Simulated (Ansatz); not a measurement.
An Ansatz (an electronic-structure program) input (r2SCAN+rVV10 (Ansatz), spin-orbit coupling left out):

Ansatz 0.2 input:
```yaml
crystal:
  lattice:
    - [3.7934443216, 0, 0]
    - [0, 3.7934443216, 0]
    - [0, 0, 4.7642485157]
  atoms:
    - { symbol: Sn, position: [0, 0.5, 0.7405950785] }
    - { symbol: Sn, position: [0.5, 0, 0.2594049215] }
    - { symbol: O, position: [0.5, 0.5, 0.5] }
    - { symbol: O, position: [0, 0, 0.5] }
basis: { ecutwfc: 500, ecutrho_ratio: 4, xc_grid: 4, fft_grid_basis: typed }
kpoints: { mp_grid: { grid: [9, 9, 7] } }
hamiltonian:
  xc: r2scan
  dispersion: rvv10
  pseudopotentials: { kind: paw }
scf: { occupations: { method: fermi_dirac, width: 0.05 }, convergence: { dr2_threshold: 0.0000000004 } }
output: { forces: true, stress: true }
```

Task: Which symmetry and how many k-points will the program report, and about how many plane waves at Γ?

Result: Space group P4/nmm (ITA 129) with 16 operations, k-points 60 of 567, and 1737 plane waves at Γ.

Whether these cells are dynamically stable was not tested. The base started in Cmce and relaxed to P4/nmm at this level. The final runs are not spin-polarised. The cell is SnO (space group P4/nmm, No. 129; layered, stacked along the Cartesian z axis).
